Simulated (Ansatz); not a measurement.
Output of an Ansatz run (abridged):

```
WARN ansatz: RAYON_NUM_THREADS=1 ignored (pool sized by the plan → 1); use --threads N
Pseudopotentials: kind: paw
Pseudopotential: Ti, paw, valence charge 12
Pseudopotential: Sb, paw, valence charge 15
Crystal: 2 atoms, lattice volume = 40.562 Å³
Basis set: ecut = 420 eV, 751 PW (Γ), exchange–correlation on 48×48×48 points (8 copies of the dense FFT grid, shifted against one another)
Bands: 18, of which v1, the nominal top of the filled ones, is band 14 counted from 1 (13 counted from 0)
Symmetry: 48 space group operations
Space group: Pm-3m (ITA 221), of the structure as read, at distance tolerance 3.4e-5 Å
k-points: 35 of 512
Initial density: superposition of atomic densities (neutral atoms: chi_scale 0, normalization atom), corrected by the library's trained network
Initial wavefunctions: pseudopotential atomic-orbital guess
Eigensolver: davidson
Functional: x = pbe(κ = 0.804, μ = 0.2195149727645171), c = pbe(β = 0.06672455060314922)
SCF iter   1: F=—  HF=-8984.622527 eV  |F-HF|=—  |Δ(HF+E_count)|=         —  Δρ=4.42e-3  dr2=1.46e-2  ethr=1.77e-3  ⟨swp⟩=5.6  Hψ=2969  notcnv=0
all-band conjugate gradients solve this SCF's bands
preconditioner: auto → none
SCF iter   2: F=—  HF=-8984.621076 eV  |F-HF|=—  |Δ(HF+E_count)|=   1.45e-3  S|Δr|=    0.00e0  Δρ=3.36e-3  dr2=8.78e-3  ethr=5.40e-5  ⟨swp⟩=1.5  Hψ=953  notcnv=0
SCF iter   3: F=—  HF=-8984.619623 eV  |F-HF|=—  |Δ(HF+E_count)|=   1.45e-3  S|Δr|=    0.00e0  Δρ=7.97e-4  dr2=5.71e-4  ethr=3.25e-5  ⟨swp⟩=2.0  Hψ=718  notcnv=0
SCF iter   4: F=—  HF=-8984.619515 eV  |F-HF|=—  |Δ(HF+E_count)|=   1.08e-4  S|Δr|=    0.00e0  Δρ=1.42e-4  dr2=4.68e-6  ethr=2.12e-6  ⟨swp⟩=2.1  Hψ=777  notcnv=0
SCF iter   5: F=—  HF=-8984.619469 eV  |F-HF|=—  |Δ(HF+E_count)|=   4.69e-5  S|Δr|=    0.00e0  Δρ=2.47e-5  dr2=1.41e-7  ethr=1.73e-8  ⟨swp⟩=2.3  Hψ=976  notcnv=0
SCF iter   6: F=-8984.619469 eV  HF=-8984.619469 eV  |F-HF|=1.09e-9  |Δ(HF+E_count)|=   1.32e-7  S|Δr|=    0.00e0  Δρ=3.45e-6  dr2=2.54e-9  ethr=3.70e-10  ⟨swp⟩=6.8  Hψ=2543  notcnv=0
SCF 1 converged in 6 iterations: F = -8984.619469 eV  dr2 = 2.54e-9
SCF converged after 6 iterations
Stability not checked (fill_not_monotonic)
Free energy (F): -8984.619469 eV
Harris-Foulkes:  -8984.619469 eV  (|F-HF|=1.09e-9)
Internal energy: -8984.621090 eV  (E = F + TS)
E sigma→0 (E₀):  -8984.620009 eV
Entropy (-TS):   0.001621 eV (0.811 meV/atom)
Fermi energy:    13.699738 eV
--- Per-component energies (eV) ---
  E_band       = -264.327302
  E_kinetic    = 480.900647
  E_local      = -2126.013576  (includes V_loc(G=0)·N_el)
  E_nonlocal   = 373.096793
  E_hartree    = 947.878891
  E_xc         = -236.622240
  E_vxc        = -219.285765  (∫ρ·V_xc dr)
  E_paw        = -5625.018105  (= ΣΔE_a)
  E_vpaw       = -668.782287  (= ΣTr[D̂ρ^β])
  E_aug_tail   = 0.000122  (compensation charges beyond the density's cutoff)
  E_ewald      = -2798.843623
  E_smearing   = 0.001621  (= −TS)
  E_closure    = 0.000000  (closes the sum)
  Σ components = -8984.619469   (vs F -8984.619469, Δ=0.00e0)
--- Forces (eV/Å), atoms counted from 1 ---
  atom   1  Ti    -0.00000000     0.00000000    -0.00000000
  atom   2  Sb     0.00000000    -0.00000000     0.00000000
  max |Σ_I F_I| component: 1.03e-29 eV/Å
--- Stress (GPa, compression-positive) ---
       -1.619886      -0.000000      -0.000000
       -0.000000      -1.619886       0.000000
        0.000000      -0.000000      -1.619886
  P = ⅓ Tr σ = -1.6199 GPa (-16.199 kbar)
  The stress holds the Pulay correction. Without it, at fixed plane waves, as pw.x and ABINIT print it: P = -1.6527 GPa
--- Band table (eV; the first three rows and the last of 35) ---
  k-point 0: bands = ["-43.2361", "-19.4812", "-19.4812", "-19.4812", "-14.9854", "-14.9854", "-14.9383", "-14.9383", "-14.9383", "1.7968", "12.7516", "12.7516", "14.6233", "14.6233", "14.6233", "15.2085", "15.2085", "15.2085"]
  k-point 1: bands = ["-43.2353", "-19.4928", "-19.4808", "-19.4808", "-14.9850", "-14.9764", "-14.9399", "-14.9399", "-14.9381", "1.9861", "11.9398", "12.8199", "14.0723", "14.0723", "14.4812", "15.2158", "15.9418", "15.9418"]
  k-point 2: bands = ["-43.2334", "-19.5205", "-19.4796", "-19.4796", "-14.9840", "-14.9545", "-14.9436", "-14.9436", "-14.9374", "2.5253", "10.0684", "12.9961", "13.4941", "13.4941", "14.8840", "15.2335", "17.0752", "17.0752"]
  k-point 34: bands = ["-43.2207", "-19.5447", "-19.5447", "-19.5447", "-14.9616", "-14.9616", "-14.9616", "-14.8906", "-14.8906", "7.0911", "9.5808", "9.5808", "9.5808", "15.9678", "15.9678", "16.0093", "16.0093", "16.0093"]
```

The structure:

```
CELL_PARAMETERS angstrom
      3.43589     0.00000     0.00000
      0.00000     3.43589     0.00000
      0.00000     0.00000     3.43589
ATOMIC_POSITIONS crystal
  Ti 0.00000 0.00000 0.00000
  Sb 0.50000 0.50000 0.50000
```

Question: Reconstruct the input of this run.

Answer: Other spellings and defaults could give the same log, and not every line can be read from it. The input that was run (DFT, PBE, plane waves, default PAW files):

Ansatz 0.2 input:
```yaml
crystal:
  lattice:
    - [3.43588800, 0.00000000, 0.00000000]
    - [0.00000000, 3.43588800, 0.00000000]
    - [0.00000000, 0.00000000, 3.43588800]
  atoms:
    - { symbol: Ti, position_ang: [0.00000000, 0.00000000, 0.00000000] }
    - { symbol: Sb, position_ang: [1.71794400, 1.71794400, 1.71794400] }
basis:
  ecutwfc: 420.0
kpoints:
  mp_grid:
    grid: [8, 8, 8]
hamiltonian:
  xc: pbe
  pseudopotentials:
    kind: paw
scf:
  occupations:
    method: cold
    width: 0.05
output:
  forces: true
  eigenvalues: true
  stress: true
```

The starting cell was generated: these elements placed on a structure prototype, without a prior relaxation; it need not be a known phase or ordering of this composition. Its lattice was rescaled by a random factor within 2.5 % of one. Spin-orbit coupling is off. Spin polarisation is off. Ansatz's pressure includes its estimate of the finite-basis (Pulay) stress.

Ansatz is a first-principles code.
